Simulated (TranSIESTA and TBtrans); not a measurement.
Run with TranSIESTA and TBtrans (open boundaries, self-consistent; PseudoDojo norm-conserving potentials, scalar-relativistic): Spin polarized, PAO.BasisSize DZP, PAO.EnergyShift 0.15 eV, XC.Authors PBE, Mesh.Cutoff 200 Ry, ElectronicTemperature 300 K, TS.Voltage 0.0 eV, TBT.Elecs.Eta 0.001 eV.

Junction: Cu chain with one N atom inserted. Leads: straight Cu chain, spacing 2.438 Å. Geometry: 3 atoms about the centre moved by SIESTA (PBE, DZP) to a largest force of 0.02 eV/Å, all others as built, motion along the axis alone.

Task: Predict: conductance at 300 K (G0 = 2e²/h); thermopower (μV/K); mean T from −0.5 to 0.5 eV; spin polarisation of the conductance, (up − down)/(up + down).

Result: conductance at 300 K (G0 = 2e²/h): 0.71; thermopower (μV/K): 21; mean T from −0.5 to 0.5 eV: 0.87; spin polarisation of the conductance, (up − down)/(up + down): -0.19. Moments were seeded on the central atoms alone, and one start was tried. The leads' channel count changes near -0.03 eV, within the thermal window, so values at the Fermi level hang on where that band edge falls. The straight chain is held at its spacing; free chains may zigzag or dimerise.
